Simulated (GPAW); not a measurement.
Worked example: self-consistent single point of PdPt3 (I4/mmm, 4 atoms in the cell) in GPAW

Method of the run: LDA (Perdew-Wang 92), GPAW PAW datasets LDA (gpaw-data 1.0.1) (plane waves; GPAW 25.7.0).

This input was run:

```python
from ase import Atoms
from ase.units import GPa
from gpaw import GPAW, PW, FermiDirac

atoms = Atoms(['Pd', 'Pt', 'Pt', 'Pt'],
              cell=[[-1.977851, 1.977851, 3.927482],
                    [1.977851, -1.977851, 3.927482],
                    [1.977851, 1.977851, -3.927482]],
              scaled_positions=[[0.000000, 0.000000, 0.000000],
                                [0.750000, 0.250000, 0.500000],
                                [0.250000, 0.750000, 0.500000],
                                [0.500000, 0.500000, 0.000000]],
              pbc=True)

atoms.set_initial_magnetic_moments([0.0, 1.0, 1.0, 1.0])

calc = GPAW(spinpol=True,
            mode=PW(600),
            xc='LDA',
            kpts=(5, 5, 5),
            occupations=FermiDirac(0.1),
            nbands=-10,
            convergence={'forces': 0.001},
            symmetry={'symmorphic': False, 'tolerance': 0.0005},
            maxiter=120,
            txt='-')

atoms.calc = calc

energy = atoms.get_potential_energy()
print('Energy (eV):', round(energy, 6))
forces = atoms.get_forces()
print('Forces (eV/Ang):')
print(forces.round(5))
stress = atoms.get_stress()
print('Stress (GPa, Voigt):', (stress / GPa).round(4))
```

The program printed (abridged):

```
Input parameters:
  convergence: {forces: 0.001}
  kpts: [5 5 5]
  maxiter: 120
  mode: {ecut: 600.0,
         name: pw}
  nbands: -10
  occupations: {fixmagmom: False,
                name: fermi-dirac,
                width: 0.1}
  spinpol: True
  symmetry: {symmorphic: False,
             tolerance: 0.0005}

species:
  Pd:
    name: Palladium
    Z: 46.0
    valence: 16
    core: 30
    charge: 0.0
    file: Pd.LDA.gz

    # Using partial waves for Pd as LCAO basis

  Pt:
    name: Platinum
    Z: 78.0
    valence: 16
    core: 62
    charge: 0.0
    file: Pt.LDA.gz

    # Using partial waves for Pt as LCAO basis

Reference energy: -1637388.324704  # eV

Spin-polarized calculation.
Initial magnetic moment: 3.000000

Convergence criteria:
 Maximum [total energy] change in last 3 cyles: 0.0005 eV / valence electron
 Maximum integral of absolute [dens]ity change: 0.0001 electrons / valence electron
 Maximum integral of absolute [eigenst]ate change: 4e-08 eV^2 / valence electron
 Maximum change in the atomic [forces] across last 2 cycles: 0.001 eV/Ang OR
Maximum error relative to the maximum force is below inf
 Maximum number of scf [iter]ations: 120

Symmetries present (total): 16
Symmetries with fractional translations: 0
125 k-points: 5 x 5 x 5 Monkhorst-Pack grid
18 k-points in the irreducible part of the Brillouin zone
       k-points in crystal coordinates                weights
   0:     0.00000000    0.00000000    0.00000000          1/125
   1:     0.20000000   -0.20000000    0.00000000          4/125
   2:     0.20000000   -0.20000000    0.20000000          4/125
   [... 7 lines left out ...]
          ...
  17:     0.40000000    0.40000000    0.40000000          8/125

Wave functions: Plane wave expansion
  Cutoff energy: 600.000 eV
  Number of coefficients (min, max): 2032, 2071
  Pulay-stress correction: 0.000000 eV/Ang^3 (de/decut=0.000000)

Occupation numbers: Fermi-Dirac:
  width: 0.1000  # eV

Eigensolver

Densities:
  Coarse grid: 28*28*28 grid
  Fine grid: 56*56*56 grid
  Total Charge: 0.000000

Density mixing:
  Method: difference
  Backend: pulay
  Linear mixing parameter: 0.05
  old densities: 5
  Damping of long wavelength oscillations: 50

Hamiltonian:
  XC and Coulomb potentials evaluated on a 56*56*56 grid
  External potential:
    NoExternalPotential

Number of atoms: 4
Number of atomic orbitals: 48
Number of bands in calculation: 43
Number of valence electrons: 64
Bands to converge: occupied

Density initialized from atomic densities
  43 bands from LCAO basis set

Atomic positions and initial magnetic moments

Positions:
   0 Pd     0.000000    0.000000    0.000000    ( 0.0000,  0.0000,  0.0000)
   1 Pt     0.000000    1.977851    1.963741    ( 0.0000,  0.0000,  1.0000)
   2 Pt     1.977851    0.000000    1.963741    ( 0.0000,  0.0000,  1.0000)
   3 Pt     0.000000    0.000000    3.927482    ( 0.0000,  0.0000,  1.0000)

Unit cell:
           periodic     x           y           z      points  spacing
  1. axis:    yes   -1.977851    1.977851    3.927482    28     0.1262
  2. axis:    yes    1.977851   -1.977851    3.927482    28     0.1262
  3. axis:    yes    1.977851    1.977851   -3.927482    28     0.0999

  Lengths:   4.821712   4.821712   4.821712
  Angles:  131.565597 131.565597  70.915991

Effective grid spacing dv^(1/3) = 0.1409

     iter     time        total  log10-change:         magmom
                         energy   eigst   dens  force
iter:   1 --:--:--   -35.517734                          +2.9932
iter:   2 --:--:--   -34.442654   -1.26  -1.19           +1.7228
iter:   3 --:--:--   -30.878659   -0.36  -1.21           +0.6374
iter:   4 --:--:--   -29.017799   -1.32  -1.48           +0.3697
iter:   5 --:--:--   -28.931136   -2.81  -1.91           +0.3047
iter:   6 --:--:--   -28.922064   -2.90  -2.20           +0.1982
iter:   7 --:--:--   -28.861502   -2.73  -2.35           +0.1024
iter:   8 --:--:--   -28.859706   -4.06  -2.84           +0.0297
iter:   9 --:--:--   -28.859418c  -5.23  -3.02           -0.0073
iter:  10 --:--:--   -28.859383c  -4.73  -3.11           -0.0048
iter:  11 --:--:--   -28.859320c  -5.38  -3.29           -0.0013
iter:  12 --:--:--   -28.859029c  -5.85  -3.50           -0.0007
iter:  13 --:--:--   -28.859022c  -7.04  -3.68           -0.0002
iter:  14 --:--:--   -28.858999c  -5.87  -3.71           +0.0000
iter:  15 --:--:--   -28.858988c  -7.07  -4.38c          +0.0001
iter:  16 --:--:--   -28.858990c  -7.85c -4.48c          +0.0000
iter:  17 --:--:--   -28.858994c  -7.83c -4.50c -17.21c   +0.0000

Converged after 17 iterations.

Dipole moment: (0.000000, -0.000000, -0.000000) |e|*Ang

Total magnetic moment: (0.000000, 0.000000, 0.000028)
Local magnetic moments:
   0 Pd ( 0.000000,  0.000000,  0.000005)
   1 Pt ( 0.000000,  0.000000,  0.000008)
   2 Pt ( 0.000000,  0.000000,  0.000008)
   3 Pt ( 0.000000,  0.000000,  0.000008)

Energy contributions relative to reference atoms: (reference = -1637388.324704)

Kinetic:        -38.419076
Potential:      +26.901466
External:        +0.000000
XC:             -15.228958
Entropy (-ST):   -0.238138
Local:           -1.993357
SIC:             +0.000000
--------------------------
Free energy:    -28.978063
Extrapolated:   -28.858994

Spin contamination: 0.000001 electrons
Showing only first 2 kpts
                      Up                     Down
 Kpt  Band  Eigenvalues  Occupancy  Eigenvalues  Occupancy
  0    30     11.08481    0.01993     11.08481    0.01993
  0    31     11.08481    0.01993     11.08481    0.01993
  0    32     11.24130    0.00424     11.24131    0.00423
  0    33     12.95142    0.00000     12.95142    0.00000

  1    30     10.41511    0.94277     10.41512    0.94277
  1    31     10.51456    0.85904     10.51456    0.85903
  1    32     10.75162    0.36280     10.75162    0.36278
  1    33     15.85100    0.00000     15.85100    0.00000

Fermi level: 10.69529

No gap
No difference between direct/indirect transitions
Energy (eV): -28.858994

Forces in eV/Ang:
  0 Pd    0.00000    0.00000    0.00000
  1 Pt    0.00000   -0.00000    0.00000
  2 Pt   -0.00000    0.00000    0.00000
  3 Pt   -0.00000    0.00000    0.00000

Stress tensor:
     0.079775     0.000000    -0.000000
     0.000000     0.079775     0.000000
    -0.000000     0.000000     0.079372
Stress (GPa, Voigt): [12.7813 12.7813 12.7168  0.     -0.      0.    ]
```

The run converged in 17 iterations. GPAW prints stress with tension positive.

The starting cell comes from a database of computed structures (which also holds hypothetical and non-ambient phases and stackings), without a prior relaxation at this level. Its lattice was rescaled by up to half a per cent. Spin-orbit coupling is off. The starting moments vanished: the run ended non-magnetic. With a pressure of about -13 GPa the cell is away from its equilibrium volume at this level.

Cost on one core of a shared machine: roughly 60 s.
